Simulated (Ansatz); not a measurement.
## Li under a change: uniaxial strain ε_yy = −5.68 %

Take Li in the bcc (W type) structure (space group Im-3m, No. 229; a = 3.4775 Å) as the base. Axes: x, y, z lie along the cube axes.

Perturbation: uniaxial strain ε_yy = −5.68 %, all other strain components held at zero; the atoms relax in the strained cell.

The values are results of r2SCAN/PAW in Ansatz (an electronic-structure program), no SOC, not measurements. Settings: 19×19×19 k-points, 0.05 eV Fermi–Dirac smearing.

```csv
quantity,base,changed,shift
volume per atom,21.03 Å³,19.83 Å³,-1.194 Å³
space group,Im-3m (No. 229),I4/mmm (No. 139),–
shortest interatomic distance,3.012 Å,2.956 Å,-0.056 Å
energy relative to the base (free energy F),0 meV/atom,+3.2 meV/atom,+3.2 meV/atom
"pressure (mean of the normal stresses, compression positive)",0.0 GPa,0.8 GPa,+0.8 GPa
band gap,zero,zero,–
"stress (xx, yy, zz, yz, xz, xy; compression positive) (rough)",–,"(0.8, 0.9, 0.8, 0.0, 0.0, 0.0) GPa",–
```

Final structure:

```yaml
crystal:
  lattice:
    - [-1.73874, 1.63998, 1.73874]
    - [1.73874, -1.63998, 1.73874]
    - [1.73874, 1.63998, -1.73874]
  atoms:
    - { symbol: Li, position: [0.00000, 0.00000, 0.00000] }
```

Cost of the whole job for the changed cell (relaxation, final SCF and bands): about 18 core-seconds (a rough figure).

Without a gap, meshes like the base's 19×19×19 leave anisotropic stresses uncertain by several tenths of a GPa, and small strain energies with them. Stability against distortions was not tested.
